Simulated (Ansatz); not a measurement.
Ir: response to strain

Start from Ir in the fcc (Cu type) structure (space group Fm-3m, No. 225; a = 3.8118 Å; relaxed with 0.1 eV smearing).

Strains are applied to the cell and any free atomic positions relax.

Method: LDA (Ansatz, an electronic-structure program; PAW; 420 eV plane waves; no spin-orbit coupling).

Candidates:
(a) isotropic strain +1.50 %
(b) isotropic strain −2.00 %
(c) isotropic strain −1.00 %
(d) isotropic strain −3.00 %
(e) isotropic strain −1.50 %

Notes on the quantities. energy relative to the base: free energy F.

**Question.** Order them by energy relative to the base, lowest first.

**Answer.** (c) isotropic strain −1.00 % (+16 meV/atom), (a) isotropic strain +1.50 % (+33 meV/atom), (e) isotropic strain −1.50 % (+38 meV/atom), (b) isotropic strain −2.00 % (+68 meV/atom), (d) isotropic strain −3.00 % (+160 meV/atom)

No phonon test of stability was made. All final runs are without spin polarisation.
